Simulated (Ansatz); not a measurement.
The reference is TiC in the rock salt structure (space group Fm-3m, No. 225; relaxed with 0.1 eV smearing).

```
CELL_PARAMETERS angstrom
      0.00000     2.13046     2.13046
      2.13046     0.00000     2.13046
      2.13046     2.13046     0.00000
ATOMIC_POSITIONS crystal
  Ti 0.00000 0.00000 0.00000
  C  0.50000 0.50000 0.50000
```

Level of theory: Ansatz (a quantum-chemistry and plane-wave program) LDA, spin-orbit coupling left out.

Strains are applied to the cell and any free atomic positions relax.

One change was made to it. Results:

The energy goes up by 52 meV/atom; the pressure goes from zero to 24.9 GPa.

Task: What was done to the base?
A) isotropic strain −2.00 %
B) isotropic strain −1.50 %
C) isotropic strain −2.50 %

Result: C, isotropic strain −2.50 %. For comparison, the energy relative to the base in the other runs: isotropic strain −2.00 % gives +33 meV/atom; isotropic strain −1.50 % gives +18 meV/atom.

Stability against distortions was not tested. All final runs are without spin polarisation.
